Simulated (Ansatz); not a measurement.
The reference is Ir in the fcc (Cu type) structure (space group Fm-3m, No. 225; relaxed with 0.1 eV smearing).

```
CELL_PARAMETERS angstrom
      0.00000     1.92250     1.92250
      1.92250     0.00000     1.92250
      1.92250     1.92250     0.00000
ATOMIC_POSITIONS crystal
  Ir 0.00000 0.00000 0.00000
```

Cartesian axes are those of the cell as printed.

Level of theory: r2SCAN (Ansatz, a first-principles code, PAW, without spin-orbit coupling).

Before the change:

| Item | Value |
|---|---|
| Pressure | 0.0 GPa |

One thing is altered: biaxial strain +0.83 %, plane normal [111], relaxed out of plane (Cartesian); in-plane vectors clamped, the third vector and the atoms free.

Task: Predict the new pressure and ratio −ε⊥/ε∥.

Result: The pressure (mean of the normal stresses, compression positive) goes from zero to -4.4 GPa; the ratio −ε⊥/ε∥ amounts to 0.51.

No phonon test of stability was made. The final runs are not spin-polarised.
